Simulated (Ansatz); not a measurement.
A computed series for GaN: response to strain

The parent structure is GaN in the zinc blende structure (space group F-43m, No. 216; a = 4.498 Å). Axes: x, y, z lie along the cube axes.

Strains are applied to the cell and any free atomic positions relax.

The values are results of r2SCAN (Ansatz, a program for electronic structure; PAW; 500 eV plane waves; no SOC), not measurements.

Notes on the quantities. pressure: mean of the normal stresses, compression positive; energy relative to the base: free energy F.

```
variant                         shortest interatomic distance  pressure  energy relative to the base
------------------------------  -----------------------------  --------  ---------------------------
base                                                  1.948 Å  0.00 GPa                   0 meV/atom
uniaxial strain ε_zz = −3.00 %                        1.928 Å  6.32 GPa                +9.2 meV/atom
uniaxial strain ε_zz = −2.50 %                        1.932 Å  5.20 GPa                +6.4 meV/atom
uniaxial strain ε_zz = −2.00 %                        1.935 Å  4.11 GPa                +4.1 meV/atom
uniaxial strain ε_zz = −1.50 %                            ___       ___                          ___
uniaxial strain ε_zz = −1.00 %                        1.941 Å  2.01 GPa                +1.0 meV/atom
uniaxial strain ε_zz = −0.50 %                        1.944 Å  0.99 GPa                +0.3 meV/atom
```

### Question
What belongs in the blanks?

### Answer

- uniaxial strain ε_zz = −1.50 %, shortest interatomic distance: 1.938 Å
- uniaxial strain ε_zz = −1.50 %, pressure: 3.05 GPa
- uniaxial strain ε_zz = −1.50 %, energy relative to the base: +2.3 meV/atom

Whether these cells are dynamically stable was not tested. This is not the structure that GaN has at room temperature and ambient pressure.
